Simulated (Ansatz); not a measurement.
The reference is CdSiP2 in the chalcopyrite structure (space group I-42d, No. 122).

```
CdSiP2
1.0
   -2.82205     2.82205     5.24998
    2.82205    -2.82205     5.24998
    2.82205     2.82205    -5.24998
Cd Si P
2 2 4
Direct
  0.75000   0.25000   0.50000
  0.00000   0.00000   0.00000
  0.25000   0.75000   0.50000
  0.50000   0.50000   0.00000
  0.16768   0.12500   0.54268
  0.58232   0.62500   0.45732
  0.37500   0.83232   0.95732
  0.87500   0.41768   0.04268
```

Calculations: PBEsol (Ansatz, a program for electronic structure), scalar-relativistic without spin-orbit coupling.

For the base:

```
Item               Result
---------------  --------
Volume per atom  20.91 Å³
```

The change: full substitution Si → Al, then cell and atoms are relaxed.

Estimate the effect on the volume per atom.

The volume per atom grows by 1.48 Å³, from 20.91 Å³ to 22.39 Å³.

Whether these cells are dynamically stable was not tested. As relaxed here, AlCdP2 is a hypothetical phase, not in the database extracts checked. All final runs are without spin polarisation.
